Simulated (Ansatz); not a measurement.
A computed series for SiC: point defects

Consider an 8-atom supercell of SiC in the wurtzite structure (space group P6_3mc, No. 186; a = 3.092 Å, c = 5.074 Å) at its relaxed geometry.

One neutral defect a cell, atoms relaxed at fixed cell.

Calculations: PBE (Ansatz, a quantum-chemistry and plane-wave program), spin-orbit coupling left out, earlier PAW set.

| change | largest displacement of a host atom from its site in the perfect cell | pressure |
|---|---|---|
| perfect supercell | – | 0.0 GPa |
| C vacancy | 0.18 Å | -3.6 GPa |
| B on a C site | 0.10 Å | 11.4 GPa |
| Si on a C site (antisite), symmetric start | 0.40 Å | 39.1 GPa |
| C on a Si site (antisite) | 0.25 Å | -22.0 GPa |

The magnetic state is the one reached from the starting moments; the real material's order can differ, and small cells can't hold many antiferromagnetic ones. In so small a cell the defect repeats every few ångströms: this is an ordered compound, not a dilute defect. The mesh was chosen for an insulator and is coarse for the gapless case. Defects with a symmetric start kept the site's symmetry and may sit on a saddle; the others started slightly shaken. Starting moments died away, wholly or in part, for C vacancy, B on a C site, Si on a C site (antisite) and C on a Si site (antisite); another magnetic solution may exist.
